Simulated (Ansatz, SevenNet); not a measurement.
**Fluorite AuAl2: properties by level of theory**

```tsv
level (code)	lattice constant a (Å)	enthalpy of formation (eV/atom)
SevenNet-0	6.064	-0.449
PBE (Ansatz)	6.061	-0.434
PBE-D3(BJ) (Ansatz)	5.993	-0.386
HSE06 (Ansatz)	___	-0.459
r²SCAN0 (Ansatz)	5.984	___
```

Task: Complete the blanks.

Result: 
- HSE06 (Ansatz, a first-principles code), lattice constant a (Å): 6.014
- r²SCAN0 (Ansatz), enthalpy of formation (eV/atom): -0.525

Caveats: exact exchange on metals is sensitive to the k mesh and can open a false gap (HSE06); the run warned that the count of filled bands differs between k points (HSE06). Ansatz's density-functional and Hartree–Fock values are scalar-relativistic unless marked +SOC, with PAW data made under PBE.

Computed values are for the static lattice.
